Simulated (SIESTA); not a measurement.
Band structure of RuAl (Pm-3m, 2 atoms in the cell).

```
CELL_PARAMETERS angstrom
      2.99150     0.00000     0.00000
      0.00000     2.99150     0.00000
      0.00000     0.00000     2.99150
ATOMIC_POSITIONS crystal
  Al 0.50000 0.50000 0.50000
  Ru 0.00000 0.00000 0.00000
```

Method: GGA PBE, numerical atomic orbitals TZP, PseudoDojo PBE standard norm-conserving potentials (rewritten from UPF to PSML) (SIESTA).

Settings: XC.functional = GGA; XC.authors = PBE; potentials = PseudoDojo PBE standard; PAO.BasisSize = TZP; PAO.EnergyShift = 0.01 Ry; MeshCutoff = 300 Ry; kgrid.MonkhorstPack = 9 9 9; OccupationFunction = MP; OccupationMPOrder = 0; ElectronicTemperature = 272 meV; MaxSCFIterations = 150; SCF.Mixer.Method = Broyden; SCF.Mixer.Weight = 0.1; SCF.Mixer.History = 8.

The starting cell has typed, rounded lattice constants, without a prior relaxation at this level. Its lattice was rescaled by a random factor within 2.5 % of one. Spin polarisation is off. Values carry the incompleteness of an atom-centred basis.

Levels in eV from the Fermi level, bands 6 to 11:
| point | 6 | 7 | 8 | 9 | 10 | 11 |
|---|---|---|---|---|---|---|
| Γ | -3.53 | -3.53 | 0.20 | 0.20 | 0.20 | 6.38 |
| X | -5.37 | -2.73 | -1.58 | -1.58 | 0.44 | 2.31 |
| M | -3.00 | -1.29 | -1.29 | -1.15 | -1.15 | 1.54 |
| R | -4.60 | -4.60 | 1.64 | 1.64 | 2.72 | 4.28 |

Bands cross the Fermi level along this path, so the cell is metallic at this level.

Higher empty bands are left out: an atom-centred basis made for the valence describes them poorly.
